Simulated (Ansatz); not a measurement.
The parent structure is Si in the diamond structure (space group Fd-3m, No. 227; a = 5.444 Å). Axes: x, y, z lie along the cube axes.

It is then changed as follows: tensile biaxial strain of 2.73 % in the plane normal to [110], as in epitaxy on a mismatched substrate; the out-of-plane cell vector and the atoms relax.

Levels (all Ansatz, a program for electronic structure, PAW): r2SCAN (500 eV, no SOC); HSE06+SOC (420 eV, spin-orbit coupling included).

The geometry is relaxed with r2SCAN.

```
Item                                          Value
----------------------------  ---------------------
r2SCAN band gap                             0.57 eV
r2SCAN valence-band top at Γ  0.00, -0.32, -0.32 eV
```

Task: Predict the band gap and valence-band top at Γ from HSE06+SOC.

Result: The band gap goes up by 0.37 eV to 0.94 eV; the valence-band top at Γ (three highest Kramers pairs, from the VBM) goes from 0.00, -0.32, -0.32 eV to 0.00, -0.30, -0.34 eV.

A biaxial case was relaxed in a doubled cell and then solved in the primitive one. Single points use the geometry relaxed with r2SCAN. HSE06 gaps are upper bounds (no full band path). The spin-orbit shifts are approximate. Whether these cells are dynamically stable was not tested.
